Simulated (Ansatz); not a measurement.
Start from SrPb3 in the Cu3Au type structure (space group Pm-3m, No. 221; a cell from a computed database, its experimental status unchecked).

```yaml
crystal:
  lattice:
    - [4.94229, 0.00000, 0.00000]
    - [0.00000, 4.94229, 0.00000]
    - [0.00000, 0.00000, 4.94229]
  atoms:
    - { symbol: Sr, position: [0.00000, 0.00000, 0.00000] }
    - { symbol: Pb, position: [0.00000, 0.50000, 0.50000] }
    - { symbol: Pb, position: [0.50000, 0.00000, 0.50000] }
    - { symbol: Pb, position: [0.50000, 0.50000, 0.00000] }
```

Cartesian axes are those of the cell as printed.

Method: PBEsol (Ansatz, an electronic-structure program), no spin-orbit coupling.

One thing is altered: the cell is scaled by 1.0210 in all directions; the atoms relax in the strained cell.

Task: Predict the stress tensor and what it implies for the stiffness.

Result: Stress of the strained cell less that of the base (GPa, compression positive):
```
   -2.2     0.0     0.0
    0.0    -2.2     0.0
    0.0     0.0    -2.2
```

Then B = −ΔP/(ΔV/V₀) with ΔV/V₀ = 0.0643 gives secant stiffness values (nonlinear terms included at this strain): B ≈ 35 GPa.

As a check, the harmonic strain energy −½ V₀ Δσ:ε is 13 meV/atom; the computed energy rise is 14 meV/atom.

No phonon test of stability was made.
